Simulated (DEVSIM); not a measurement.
System: Si n+/n-/n+ resistor, at 350 K.

```
layer (left to right)  material  thickness (μm)  Nd (cm⁻³)   τn (s)   τp (s)
---------------------  --------  --------------  ---------  -------  -------
1                            Si           0.190     1.2e18  0.00098  0.00098
2                            Si           0.140     1.7e14  0.00098  0.00098
3                            Si           0.170       3e16  0.00098  0.00098
```

Left contact: ohmic. Right contact: ohmic. Voltage is applied to the left contact. Recombination: SRH at mid-gap. Mobility is μmin + (μ − μmin)/(1 + (N/Nref)^α).

This is a model device: material constants are rounded textbook-type values typed into the input, and sizes, dopings and lifetimes were drawn at random. Values at 300 K; Nc and Nv go as T^1.5, mobilities as T to minus their exponent, the gap by Varshni's rule with the affinity fixed.

| parameter | Si |
|---|---|
| gap (eV) | 1.124 |
| affinity (eV) | 4.05 |
| permittivity | 11.7 |
| Nc (cm⁻³) | 2.86e19 |
| Nv (cm⁻³) | 3.1e19 |
| μn (cm²/Vs) | 1417 |
| μp (cm²/Vs) | 470 |
| μn,min | 52 |
| μp,min | 45 |
| Nref,n | 9.7e16 |
| Nref,p | 2.2e17 |
| αn | 0.68 |
| αp | 0.72 |
| T exponent of μn | 2.3 |
| T exponent of μp | 2.2 |
| Varshni α (eV/K) | 0.000473 |
| Varshni β (K) | 636 |

Model (solved in DEVSIM): 1D drift-diffusion, Boltzmann statistics, complete ionisation; no tunnelling, impact ionisation, image-force lowering or self-heating.

Question: Tabulate band edges, carrier densities and field at 1.15 V on the left contact.

Answer: Energies count from the Fermi level of the right contact; mesh points crowd at the junctions.

```json
[
 {"x (μm)": "0.000", "Ec (eV)": "-1.047", "Ev (eV)": "-2.158", "n (cm⁻³)": "1.2e18", "p (cm⁻³)": "120000", "field (V/cm)": "2700"},
 {"x (μm)": "0.01285", "Ec (eV)": "-1.044", "Ev (eV)": "-2.155", "n (cm⁻³)": "1.2e18", "p (cm⁻³)": "120000", "field (V/cm)": "2700"},
 {"x (μm)": "0.03273", "Ec (eV)": "-1.038", "Ev (eV)": "-2.149", "n (cm⁻³)": "1.2e18", "p (cm⁻³)": "110000", "field (V/cm)": "2700"},
 {"x (μm)": "0.05849", "Ec (eV)": "-1.032", "Ev (eV)": "-2.142", "n (cm⁻³)": "1.2e18", "p (cm⁻³)": "100000", "field (V/cm)": "2700"},
 {"x (μm)": "0.1061", "Ec (eV)": "-1.018", "Ev (eV)": "-2.129", "n (cm⁻³)": "1.2e18", "p (cm⁻³)": "75000", "field (V/cm)": "2700"},
 {"x (μm)": "0.1390", "Ec (eV)": "-1.010", "Ev (eV)": "-2.120", "n (cm⁻³)": "1.2e18", "p (cm⁻³)": "50000", "field (V/cm)": "2700"},
 {"x (μm)": "0.1645", "Ec (eV)": "-1.002", "Ev (eV)": "-2.113", "n (cm⁻³)": "1.2e18", "p (cm⁻³)": "26000", "field (V/cm)": "3000"},
 {"x (μm)": "0.1857", "Ec (eV)": "-0.981", "Ev (eV)": "-2.092", "n (cm⁻³)": "7.3e17", "p (cm⁻³)": "4900", "field (V/cm)": "38000"},
 {"x (μm)": "0.1964", "Ec (eV)": "-0.910", "Ev (eV)": "-2.021", "n (cm⁻³)": "8.4e16", "p (cm⁻³)": "2200", "field (V/cm)": "64000"},
 {"x (μm)": "0.2112", "Ec (eV)": "-0.823", "Ev (eV)": "-1.934", "n (cm⁻³)": "1.5e16", "p (cm⁻³)": "2400", "field (V/cm)": "56000"},
 {"x (μm)": "0.2330", "Ec (eV)": "-0.705", "Ev (eV)": "-1.816", "n (cm⁻³)": "1.2e16", "p (cm⁻³)": "2600", "field (V/cm)": "52000"},
 {"x (μm)": "0.2708", "Ec (eV)": "-0.523", "Ev (eV)": "-1.634", "n (cm⁻³)": "1.4e16", "p (cm⁻³)": "3100", "field (V/cm)": "44000"},
 {"x (μm)": "0.2951", "Ec (eV)": "-0.422", "Ev (eV)": "-1.532", "n (cm⁻³)": "1.6e16", "p (cm⁻³)": "3700", "field (V/cm)": "39000"},
 {"x (μm)": "0.3134", "Ec (eV)": "-0.355", "Ev (eV)": "-1.466", "n (cm⁻³)": "1.8e16", "p (cm⁻³)": "4300", "field (V/cm)": "34000"},
 {"x (μm)": "0.3310", "Ec (eV)": "-0.300", "Ev (eV)": "-1.411", "n (cm⁻³)": "2.2e16", "p (cm⁻³)": "5300", "field (V/cm)": "29000"},
 {"x (μm)": "0.3456", "Ec (eV)": "-0.256", "Ev (eV)": "-1.367", "n (cm⁻³)": "2.8e16", "p (cm⁻³)": "5200", "field (V/cm)": "30000"},
 {"x (μm)": "0.3642", "Ec (eV)": "-0.200", "Ev (eV)": "-1.311", "n (cm⁻³)": "3.0e16", "p (cm⁻³)": "5200", "field (V/cm)": "30000"},
 {"x (μm)": "0.3898", "Ec (eV)": "-0.122", "Ev (eV)": "-1.233", "n (cm⁻³)": "3.0e16", "p (cm⁻³)": "5300", "field (V/cm)": "30000"},
 {"x (μm)": "0.4340", "Ec (eV)": "0.013", "Ev (eV)": "-1.098", "n (cm⁻³)": "3.0e16", "p (cm⁻³)": "11000", "field (V/cm)": "30000"},
 {"x (μm)": "0.4634", "Ec (eV)": "0.102", "Ev (eV)": "-1.008", "n (cm⁻³)": "3.0e16", "p (cm⁻³)": "120000", "field (V/cm)": "30000"},
 {"x (μm)": "0.4827", "Ec (eV)": "0.161", "Ev (eV)": "-0.950", "n (cm⁻³)": "3.0e16", "p (cm⁻³)": "830000", "field (V/cm)": "30000"},
 {"x (μm)": "0.5000", "Ec (eV)": "0.214", "Ev (eV)": "-0.897", "n (cm⁻³)": "3.0e16", "p (cm⁻³)": "4800000", "field (V/cm)": "30000"}
]
```
